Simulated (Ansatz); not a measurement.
Partial pair distribution functions of a relaxed model of amorphous Si24O51B2, broadened by 0.06 Å; density 2.18 g/cm³. Calculation: PBE, scalar-relativistic without spin-orbit coupling (plane waves to 420 eV, PAW; Ansatz, a program for electronic structure).

Preparation: random packing, a CHGNet melt and quench, and a DFT relaxation. O atoms were pushed apart under 1.9 Å during the dynamics, to hinder bonds among them. The hot cell started wider than the set density and was brought back towards it in steps. It is the lowest in DFT energy of 2 quenches. It is a model cell: composition and starting density were chosen by hand, and all elements were melted together. No dispersion term was used. Its density started from a set value of 2.18 and ended at 2.18 g/cm³. Cooling (nominally 480 K/ps over its main leg) ran many orders faster than in experiment, which tends to leave more defects and strain. A cell of this size samples the disorder only roughly. The volume was held where the preparation left it and the shape relaxed, at a PBE pressure of -0.2 GPa (tension).

```json
[
 {"r (Å)": "1.10", "g Si-O": "0.00", "g O-B": "0.00", "g Si-Si": "0.00", "g O-O": "0.00"},
 {"r (Å)": "1.20", "g Si-O": "0.00", "g O-B": "0.37", "g Si-Si": "0.00", "g O-O": "0.00"},
 {"r (Å)": "1.30", "g Si-O": "0.00", "g O-B": "9.78", "g Si-Si": "0.00", "g O-O": "0.00"},
 {"r (Å)": "1.40", "g Si-O": "0.01", "g O-B": "16.66", "g Si-Si": "0.00", "g O-O": "0.00"},
 {"r (Å)": "1.50", "g Si-O": "1.62", "g O-B": "1.81", "g Si-Si": "0.00", "g O-O": "0.00"},
 {"r (Å)": "1.60", "g Si-O": "14.62", "g O-B": "0.01", "g Si-Si": "0.00", "g O-O": "0.00"},
 {"r (Å)": "1.70", "g Si-O": "9.97", "g O-B": "0.00", "g Si-Si": "0.00", "g O-O": "0.00"},
 {"r (Å)": "1.80", "g Si-O": "0.55", "g O-B": "0.00", "g Si-Si": "0.00", "g O-O": "0.00"},
 {"r (Å)": "1.90", "g Si-O": "0.00", "g O-B": "0.00", "g Si-Si": "0.00", "g O-O": "0.00"},
 {"r (Å)": "2.00", "g Si-O": "0.00", "g O-B": "0.00", "g Si-Si": "0.00", "g O-O": "0.00"},
 {"r (Å)": "2.10", "g Si-O": "0.00", "g O-B": "0.00", "g Si-Si": "0.00", "g O-O": "0.00"},
 {"r (Å)": "2.20", "g Si-O": "0.00", "g O-B": "0.00", "g Si-Si": "0.05", "g O-O": "0.01"},
 {"r (Å)": "2.30", "g Si-O": "0.00", "g O-B": "0.00", "g Si-Si": "0.63", "g O-O": "0.29"},
 {"r (Å)": "2.40", "g Si-O": "0.00", "g O-B": "0.00", "g Si-Si": "0.46", "g O-O": "0.67"},
 {"r (Å)": "2.50", "g Si-O": "0.00", "g O-B": "0.00", "g Si-Si": "0.02", "g O-O": "1.17"},
 {"r (Å)": "2.60", "g Si-O": "0.00", "g O-B": "0.00", "g Si-Si": "0.00", "g O-O": "4.55"},
 {"r (Å)": "2.70", "g Si-O": "0.00", "g O-B": "0.00", "g Si-Si": "0.09", "g O-O": "5.34"},
 {"r (Å)": "2.80", "g Si-O": "0.00", "g O-B": "0.14", "g Si-Si": "1.02", "g O-O": "2.46"},
 {"r (Å)": "2.90", "g Si-O": "0.03", "g O-B": "1.01", "g Si-Si": "2.67", "g O-O": "0.91"},
 {"r (Å)": "3.00", "g Si-O": "0.22", "g O-B": "2.07", "g Si-Si": "3.87", "g O-O": "0.28"},
 {"r (Å)": "3.10", "g Si-O": "0.60", "g O-B": "2.02", "g Si-Si": "3.90", "g O-O": "0.35"},
 {"r (Å)": "3.20", "g Si-O": "0.79", "g O-B": "0.59", "g Si-Si": "2.19", "g O-O": "0.44"},
 {"r (Å)": "3.30", "g Si-O": "0.72", "g O-B": "0.02", "g Si-Si": "0.40", "g O-O": "0.47"},
 {"r (Å)": "3.40", "g Si-O": "1.03", "g O-B": "0.10", "g Si-Si": "0.01", "g O-O": "0.60"},
 {"r (Å)": "3.50", "g Si-O": "1.25", "g O-B": "0.86", "g Si-Si": "0.00", "g O-O": "0.50"},
 {"r (Å)": "3.60", "g Si-O": "0.95", "g O-B": "1.98", "g Si-Si": "0.04", "g O-O": "0.60"},
 {"r (Å)": "3.70", "g Si-O": "1.30", "g O-B": "1.54", "g Si-Si": "0.17", "g O-O": "0.84"},
 {"r (Å)": "3.80", "g Si-O": "1.43", "g O-B": "2.78", "g Si-Si": "0.24", "g O-O": "0.79"},
 {"r (Å)": "3.90", "g Si-O": "1.26", "g O-B": "2.74", "g Si-Si": "0.57", "g O-O": "0.58"},
 {"r (Å)": "4.00", "g Si-O": "1.34", "g O-B": "1.78", "g Si-Si": "0.53", "g O-O": "0.64"},
 {"r (Å)": "4.10", "g Si-O": "1.81", "g O-B": "1.48", "g Si-Si": "0.52", "g O-O": "0.74"},
 {"r (Å)": "4.20", "g Si-O": "1.96", "g O-B": "1.01", "g Si-Si": "0.88", "g O-O": "0.91"},
 {"r (Å)": "4.30", "g Si-O": "1.53", "g O-B": "0.22", "g Si-Si": "0.93", "g O-O": "0.88"},
 {"r (Å)": "4.40", "g Si-O": "1.16", "g O-B": "0.02", "g Si-Si": "0.60", "g O-O": "0.78"},
 {"r (Å)": "4.50", "g Si-O": "0.73", "g O-B": "0.36", "g Si-Si": "0.61", "g O-O": "0.94"},
 {"r (Å)": "4.60", "g Si-O": "0.59", "g O-B": "0.75", "g Si-Si": "1.01", "g O-O": "1.03"},
 {"r (Å)": "4.70", "g Si-O": "0.55", "g O-B": "0.82", "g Si-Si": "0.98", "g O-O": "1.25"},
 {"r (Å)": "4.80", "g Si-O": "0.61", "g O-B": "0.96", "g Si-Si": "1.54", "g O-O": "1.28"},
 {"r (Å)": "4.90", "g Si-O": "0.68", "g O-B": "0.77", "g Si-Si": "1.38", "g O-O": "1.47"},
 {"r (Å)": "5.00", "g Si-O": "0.72", "g O-B": "1.10", "g Si-Si": "1.19", "g O-O": "1.31"},
 {"r (Å)": "5.10", "g Si-O": "0.86", "g O-B": "0.90", "g Si-Si": "1.13", "g O-O": "1.29"}
]
```

Within 1.90 Å each Si has 4.00 O neighbours on average.
